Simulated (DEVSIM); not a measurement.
Structure: abrupt GaSb p-n junction, at 300 K.

| layer (left to right) | material | thickness (μm) | Nd (cm⁻³) | Na (cm⁻³) | τn (s) | τp (s) |
|---|---|---|---|---|---|---|
| 1 | GaSb | 55.0 | - | 1e15 | 3.2e-9 | 3.2e-9 |
| 2 | GaSb | 1.80 | 2.6e14 | - | 3.2e-9 | 3.2e-9 |

Left contact: ohmic. Right contact: ohmic. Voltage is applied to the left contact. Recombination: SRH at mid-gap, radiative, Auger. Mobility is μmin + (μ − μmin)/(1 + (N/Nref)^α).

This is a model device: material constants are rounded textbook-type values typed into the input, and sizes, dopings and lifetimes were drawn at random. Values at 300 K; Nc and Nv go as T^1.5, mobilities as T to minus their exponent, the gap by Varshni's rule with the affinity fixed.

| parameter | GaSb |
|---|---|
| gap (eV) | 0.726 |
| affinity (eV) | 4.06 |
| permittivity | 15.7 |
| Nc (cm⁻³) | 2.1e17 |
| Nv (cm⁻³) | 1.8e19 |
| μn (cm²/Vs) | 5000 |
| μp (cm²/Vs) | 850 |
| μn,min | 1000 |
| μp,min | 190 |
| Nref,n | 2.8e17 |
| Nref,p | 9e17 |
| αn | 1.05 |
| αp | 0.65 |
| T exponent of μn | 2 |
| T exponent of μp | 1.7 |
| B (cm³/s) | 1e-10 |
| Cn (cm⁶/s) | 5e-30 |
| Cp (cm⁶/s) | 5e-30 |
| Varshni α (eV/K) | 0.00042 |
| Varshni β (K) | 140 |

DEVSIM, 1D drift-diffusion, Boltzmann statistics, complete ionisation; no tunnelling, impact ionisation, image-force lowering or self-heating.

Base results: dark forward voltage at 1 A/cm² (V) 0.245; potential step across the device at zero bias (V) 0.300; largest field in the device at zero bias (V/cm) 3500.

What follows from this one change: temperature 300 → 350 K?

dark forward voltage at 1 A/cm² 0.245 → 0.143 V; potential step across the device at zero bias 0.300 → 0.196 V; largest field in the device at zero bias 3500 → 2700 V/cm.

What follows from this one change: minority lifetime in layer 1 3.2e-09 → 9.6e-11 s?

dark forward voltage at 1 A/cm² 0.245 → 0.226 V; potential step across the device at zero bias little changed (0.300 V); largest field in the device at zero bias little changed (3500 V/cm).

What follows from this one change: doping Nd of layer 2 2.6e+14 → 2.6e+13 cm^-3?

dark forward voltage at 1 A/cm² 0.245 → 0.192 V; potential step across the device at zero bias 0.300 → 0.240 V; largest field in the device at zero bias 3500 → 1900 V/cm.
